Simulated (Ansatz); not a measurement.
Abridged Ansatz (a program for electronic structure) output:

```
Relaxation: its limit of steps is 45 (relax.max_steps)
Pseudopotential: Pt, paw, valence charge 18
Pseudopotential: Se, paw, valence charge 16
Crystal: 9 atoms, lattice volume = 168.132 Å³
Basis set: ecut = 420 eV, 3279 PW (Γ), exchange–correlation on 90×90×108 points (8 copies of the dense FFT grid, shifted against one another)
Bands: 92, of which v1, the nominal top of the filled ones, is band 76 counted from 1 (75 counted from 0)
Symmetry: 6 space group operations
k-points: 88 of 729 (time reversal used)
Functional: x = pbesol(κ = 0.804, μ = 0.12345679012345678), c = pbesol(β = 0.046)
SCF iter   1: F=—  HF=-76670.351181 eV  |F-HF|=—  |Δ(HF+E_count)|=         —  Δρ=5.72e-2  dr2=5.25e0  ethr=3.10e-3  ⟨swp⟩=6.0  Hψ=27584  notcnv=0  defer=5
SCF iter   2: F=—  HF=-76669.480797 eV  |F-HF|=—  |Δ(HF+E_count)|=   8.70e-1  Δρ=3.20e-2  dr2=2.06e0  ethr=3.10e-3  ⟨swp⟩=2.0  Hψ=10001  notcnv=0  defer=672
SCF 1 converged in 12 iterations: F = -76668.966356 eV  dr2 = 7.81e-10
relax step   1: F+E_penalty+E_count = -76668.96635609 eV  Δ(F+E_penalty+E_count) = +0.000e0 eV  max|allowed force component| = 2.311e0 eV/Å  Δτ_max = 0.0000 Å  (12 SCF iters, accepted)
Crystal: 9 atoms, lattice volume = 168.132 Å³
SCF iter   1: F=—  HF=-76669.450123 eV  |F-HF|=—  |Δ(HF+E_count)|=         —  Δρ=1.49e-2  dr2=1.15e-1  ethr=7.57e-5  ⟨swp⟩=1.1  Hψ=26464  notcnv=0  defer=641
SCF iter   2: F=—  HF=-76669.435135 eV  |F-HF|=—  |Δ(HF+E_count)|=   1.50e-2  Δρ=8.06e-3  dr2=3.71e-2  ethr=7.56e-5  ⟨swp⟩=2.0  Hψ=7932  notcnv=0  defer=641
SCF 2 converged in 11 iterations: F = -76669.428783 eV  dr2 = 5.51e-11
relax step   2: F+E_penalty+E_count = -76669.42878344 eV  Δ(F+E_penalty+E_count) = -4.624e-1 eV  max|allowed force component| = 7.134e-1 eV/Å  Δτ_max = 0.1949 Å  (11 SCF iters, accepted)
Crystal: 9 atoms, lattice volume = 168.132 Å³
SCF iter   1: F=—  HF=-76669.813729 eV  |F-HF|=—  |Δ(HF+E_count)|=         —  Δρ=2.19e-2  dr2=7.25e-1  ethr=2.01e-3  ⟨swp⟩=5.0  Hψ=21765  notcnv=0  defer=126
SCF iter   2: F=—  HF=-76669.771195 eV  |F-HF|=—  |Δ(HF+E_count)|=   4.25e-2  Δρ=1.20e-2  dr2=3.67e-1  ethr=4.77e-4  ⟨swp⟩=3.0  Hψ=13076  notcnv=0  defer=769
SCF 3 converged in 9 iterations: F = -76669.691437 eV  dr2 = 1.87e-10
relax step   3: F+E_penalty+E_count = -76669.69143656 eV  Δ(F+E_penalty+E_count) = -2.627e-1 eV  max|allowed force component| = 3.088e-1 eV/Å  Δτ_max = 0.1951 Å  (9 SCF iters, accepted)
Crystal: 9 atoms, lattice volume = 168.132 Å³
[...]
  atom   1  Pt    -0.00002442    -0.00001410    -0.00038968
  atom   2  Pt     0.00002442    -0.00001410    -0.00038968
  atom   3  Pt    -0.00000000     0.00002820    -0.00038968
  atom   4  Pt     0.00000000     0.00000000     0.00016842
  atom   5  Se     0.00000000    -0.00000000     0.00025813
  atom   6  Se     0.00000000    -0.00000000     0.00025813
  atom   7  Se     0.00026106    -0.00015072     0.00016464
  atom   8  Se    -0.00026106    -0.00015072     0.00016464
  atom   9  Se    -0.00000000     0.00030145     0.00016464
--- Stress (GPa, compression-positive) ---
       -2.353732       0.000000      -0.000000
       -0.000000      -2.353732      -0.000000
       -0.000000       0.000000      -1.977726
  P = ⅓ Tr σ = -2.2284 GPa (-22.284 kbar)
--- Relaxed structure (7 steps of the walk, 7 accepted, 0 SCFs on fresh bases) ---
  atoms:
    - { symbol: Pt, position: [0.0024240832426104045, 0.0024240832426104027, 0.0006608412828707226] }
    - { symbol: Pt, position: [0.6629209008583149, 0.33267249205046256, 0.0006608412828707223] }
    - { symbol: Pt, position: [0.3326724920504626, 0.6629209008583148, 0.0006608412828707223] }
    - { symbol: Pt, position: [-0.017487703254517317, -0.017487703254517317, 0.35082103658785063] }
    - { symbol: Se, position: [0.7458458956082947, 0.4125125622749612, 0.25415410439170544] }
    - { symbol: Se, position: [0.41251256227496125, 0.7458458956082945, 0.25415410439170544] }
    - { symbol: Se, position: [0.3222343328970022, 0.6203705897399577, 0.7129627435933756] }
    - { symbol: Se, position: [0.9185068465829137, 0.9185068465829135, 0.7129627435933755] }
    - { symbol: Se, position: [0.6203705897399578, 0.3222343328970021, 0.7129627435933757] }
```

Task: What was computed, and what are the main results?

Result: Pt4Se5, 9 atoms in the cell, with PBEsol-D3(BJ) (Ansatz), spin-orbit coupling left out, earlier PAW set. The last SCF converged to F = -76669.719658 eV, or -8518.8577 eV per atom, at a pressure of -2.23 GPa. The total energy compares only with runs of the same code, potentials and settings.

The cell is small, so the values are those of an ordered compound at a high defect concentration; dilute-limit values will differ. The defect started on the symmetric site and kept its symmetry, so it may sit on a saddle. Spin-orbit coupling, missing from the scalar runs, can matter with Pt. All final runs are without spin polarisation. The cell was made from PtSe2 in the CdI2 type structure (space group P-3m1, No. 164; layered) by this change: Pt on a Se site (antisite). The defect cell is not spin-polarised.

Keys are those of Ansatz 0.2.
